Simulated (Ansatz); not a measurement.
Response to strain in hypothetical CsCl type TaAs

Base system: TaAs in the CsCl type structure (space group Pm-3m, No. 221; a = 3.178 Å; a hypothetical phase, not in the database extracts checked; relaxed with 0.1 eV smearing). Axes: x, y, z lie along the cube axes.

Strains are applied to the cell and any free atomic positions relax; under biaxial strain the out-of-plane vector relaxes too.

Levels (all Ansatz, a program for electronic structure, PAW): PBEsol (420 eV, no SOC); r2SCAN (500 eV, scalar-relativistic without spin-orbit coupling).

Pressures by level, all at the geometries relaxed with PBEsol:

```csv
case,PBEsol,r2SCAN
base,0.0 GPa,3.8 GPa
"biaxial strain +2.18 %, plane normal [001], relaxed out of plane",-5.7 GPa,-2.2 GPa
"biaxial strain −0.56 %, plane normal [110], relaxed out of plane",1.6 GPa,5.5 GPa
uniaxial strain ε_xx = −0.61 %,1.2 GPa,5.1 GPa
uniaxial strain ε_yy = −3.77 %,8.3 GPa,12.6 GPa
uniaxial strain ε_yy = −2.98 %,6.4 GPa,10.6 GPa
tensor shear ε_xy = +0.60 %,0.0 GPa,3.9 GPa
```

Single points use the geometry relaxed with PBEsol. Their cutoffs differ, which shifts pressures a little. Stability against distortions was not tested. All final runs are without spin polarisation.
